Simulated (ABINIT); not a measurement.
A relaxation of cell and atoms of Rh (Fm-3m, 1 atom in the cell) with ABINIT.

Level of theory: PBE, norm-conserving pseudopotentials (PseudoDojo nc-sr-05 PBE standard) (plane waves; ABINIT).

Input:

```
# Rh, PseudoDojo nc-sr-05 PBE standard
pp_dirpath "./"
pseudos "Rh.upf"
acell 2.7004407974 2.7004407974 2.7004407974 Angstrom
rprim
        -0.0000000000    0.7071067812    0.7071067812
         0.7071067812   -0.0000000000    0.7071067812
         0.7071067812    0.7071067812   -0.0000000000
natom 1
ntypat 1
znucl 45
typat 1
xred    0.0000000000    0.0000000000    0.0000000000
ecut 62 Ry
ixc 11
occopt 3
tsmear 0.00367493
nband 14
kptopt 1
ngkpt 5 5 5
nshiftk 1
shiftk 0 0 0
nstep 50
tolvrs 1.0e-10
ionmov 22
ntime 40
tolmxf 5.0e-05
optcell 2
dilatmx 1.08
ecutsm 0.5
prtwf 0
prtden 0
enunit 2
```

Output (repeated stretches shortened):

```
 Cartesian components of stress tensor (hartree/bohr^3)
  sigma(1 1)=  3.54083335E-05  sigma(3 2)=  0.00000000E+00
  sigma(2 2)=  3.54083335E-05  sigma(3 1)=  0.00000000E+00
  sigma(3 3)=  3.54083335E-05  sigma(2 1)=  0.00000000E+00

---OUTPUT-----------------------------------------------------------------------

 Cartesian coordinates (xcart) [bohr]
  0.00000000000000E+00  0.00000000000000E+00  0.00000000000000E+00
 Reduced coordinates (xred)
  0.00000000000000E+00  0.00000000000000E+00  0.00000000000000E+00
 Cartesian forces (fcart) [Ha/bohr]; max,rms= 0.00000E+00 0.00000E+00 (free atoms)
 -0.00000000000000E+00 -0.00000000000000E+00 -0.00000000000000E+00
 Gradient of E wrt nuclear positions in reduced coordinates (gred)
  0.00000000000000E+00  0.00000000000000E+00  0.00000000000000E+00
 Scale of Primitive Cell (acell) [bohr]
  5.14029046376666E+00  5.14029046376666E+00  5.14029046376666E+00
 Real space primitive translations (rprimd) [bohr]
  0.00000000000000E+00  3.63473424419795E+00  3.63473424419795E+00
  3.63473424419795E+00  0.00000000000000E+00  3.63473424419795E+00
  3.63473424419795E+00  3.63473424419795E+00  0.00000000000000E+00
 Unitary Cell Volume (ucvol) [Bohr^3]=  9.60390783430735E+01
 Angles (23,13,12)= [degrees]
  6.00000000000000E+01  6.00000000000000E+01  6.00000000000000E+01
 Lengths [Bohr]
  5.14029046376666E+00  5.14029046376666E+00  5.14029046376666E+00
 Stress tensor in cartesian coordinates (strten) [Ha/bohr^3]
  3.54083335440541E-05  0.00000000000000E+00  0.00000000000000E+00
  0.00000000000000E+00  3.54083335440611E-05  0.00000000000000E+00
  0.00000000000000E+00  0.00000000000000E+00  3.54083335440541E-05
 Total energy (etotal) [Ha]= -1.17273962455380E+02

 Difference of energy with previous step (new-old):
           Absolute (Ha)=-8.57117E-06
           Relative     =-7.30867E-08
 fconv : at Broyd/MD step   3, gradients have not converged yet.
  max grad (force/stress) = 3.5408E-03 > tolmxf= 5.0000E-05 ha/bohr (free atoms)

--- !Ionmov22Error
src_file: m_pred_bfgs.F90
src_line: 798
mpi_rank: 0
message: |
    Lbfgs routine failed. Returned value: 0
    Restart your calculation from last step or try a different ionmov
...

 abinit_abort: decision taken to exit. Check above messages for more info
Abort(13) on node 0 (rank 0 in comm 0): application called MPI_Abort(MPI_COMM_WORLD, 13) - process 0
```

The program stopped with an error. 

The starting cell has typed, rounded lattice constants, without a prior relaxation at this level. Its lattice was rescaled by up to half a per cent.
